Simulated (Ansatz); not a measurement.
Bond-angle distributions (per cent of the angles at each element, bins of 10°) of a relaxed model of amorphous Al28O41F2 at 3.09 g/cm³. Calculation: PBE, scalar-relativistic without spin-orbit coupling (plane waves to 420 eV, PAW; Ansatz, a program for electronic structure).

A CHGNet melt-quench gave the starting glass, which DFT then relaxed. O and F atoms were pushed apart under 1.9 Å during the dynamics, to hinder bonds among them. The hot cell started wider than the set density and was brought back towards it in steps. It is the lowest in DFT energy of 2 quenches. It is a model cell: composition and starting density were chosen by hand, and all elements were melted together. No dispersion term was used. Its density started from a set value of 3.09 and ended at 3.09 g/cm³. Cooling (nominally 340 K/ps over its main leg) ran many orders faster than in experiment, which tends to leave more defects and strain. One small periodic cell is one sample of the glass; other quenches scatter about these values. The volume was held where the preparation left it, at a PBE pressure of -0.1 GPa (tension). Stress components on the final sampling reach 2.8 GPa. Cycles of charging lowered its energy after that relaxation.

Bonds are counted up to Al-Al 2.66 Å, Al-O 2.30 Å, Al-F 2.14 Å, O-O 1.58 Å, O-F 1.48 Å, F-F 1.37 Å. Two cations that share two anions don't count as bonded, nor two that share one unless they lie closer than Al-Al 2.59 Å.

```tsv
angle (°)	at Al	at O
50-60	0	0
60-70	0	0
70-80	5	0
80-90	22	3
90-100	17	16
100-110	20	11
110-120	15	30
120-130	7	23
130-140	5	12
140-150	2	3
150-160	3	2
160-170	3	1
170-180	2	0
```

They go with these counts of neighbours within the cut-offs, cation contacts included: Al mean 4.6, most often 5; O mean 3.0, most often 3.
